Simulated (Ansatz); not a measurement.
Consider MoSi2 (space group I4/mmm, No. 139; a = 3.1901 Å, c = 7.8220 Å; relaxed with 0.1 eV smearing). Axes: x, y, z lie along a, b, c of the conventional cell.

Method: PBEsol/PAW in Ansatz (a quantum-chemistry and plane-wave program), spin-orbit coupling left out.

Strains are applied to the cell and any free atomic positions relax; under biaxial strain the out-of-plane vector relaxes too.

One change was made to it. Results:

```csv
quantity,base,after
"pressure (mean of the normal stresses, compression positive)",0.0 GPa,-8.8 GPa
shortest interatomic distance,4.876 bohr,4.818 bohr
```

**Question.** Name the change that was made.
(A) biaxial strain +2.00 %, plane normal [001], relaxed out of plane
(B) biaxial strain +2.50 %, plane normal [001], relaxed out of plane
(C) biaxial strain +3.00 %, plane normal [001], relaxed out of plane
(D) biaxial strain −3.00 %, plane normal [001], relaxed out of plane
(E) biaxial strain +1.00 %, plane normal [001], relaxed out of plane

**Answer.** C, biaxial strain +3.00 %, plane normal [001], relaxed out of plane. For comparison, the pressure in the other runs: biaxial strain −3.00 %, plane normal [001], relaxed out of plane gives 11.1 GPa; biaxial strain +1.00 %, plane normal [001], relaxed out of plane gives -3.2 GPa; biaxial strain +2.50 %, plane normal [001], relaxed out of plane gives -7.5 GPa; biaxial strain +2.00 %, plane normal [001], relaxed out of plane gives -6.1 GPa.

No phonon test of stability was made. All final runs are without spin polarisation.
